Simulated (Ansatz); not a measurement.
Base system: CoSi2 (space group Fm-3m, No. 225; a = 5.312 Å; non-magnetic). Axes: x, y, z lie along the cube axes.

Computed with Kohn–Sham DFT with the PBEsol functional, run in Ansatz (a first-principles code) with PAW and 420 eV plane waves, no SOC.

Now apply this change: every lattice vector is stretched by 2.03 %, atoms relaxed at fixed cell.

**Question.** Predict the stress tensor and what it implies for the stiffness.

**Answer.** Stress of the strained cell less that of the base (GPa, compression positive):
```
  -10.2     0.0     0.0
    0.0   -10.2     0.0
    0.0     0.0   -10.2
```

Then B = −ΔP/(ΔV/V₀) with ΔV/V₀ = 0.0621 gives secant stiffness values (nonlinear terms included at this strain): B ≈ 165 GPa.

As a check, the harmonic strain energy −½ V₀ Δσ:ε is 24 meV/atom; the computed energy rise is 26 meV/atom.

No phonon test of stability was made. Starting moments died away, wholly or in part, for the base; another magnetic solution may exist. The final runs are not spin-polarised. An odd electron count without spin: CoSi2.
